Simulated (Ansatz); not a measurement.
Base system: Cr in the bcc (W type) structure (space group Im-3m, No. 229; a = 2.814 Å; non-magnetic).

All numbers come from PBEsol (Ansatz, a program for electronic structure, PAW, without spin-orbit coupling).

For the base:

```
Quantity              Result
-------------------  -------
Lattice parameter a  2.814 Å
```

The change: full substitution Cr → Lu, then cell and atoms are relaxed.

### Question
How does this affect the lattice parameter a?

### Answer
The lattice parameter a increases by 1.006 Å (2.814 Å → 3.820 Å).

No phonon test of stability was made. For Lu in this form, whether it has been made was not checked. Seeded moments were not kept for the base. All final runs are without spin polarisation. Real Cr is antiferromagnetic at low temperature and ambient pressure, an order that this cell doesn't hold. This is not the structure that Lu has at room temperature and ambient pressure.
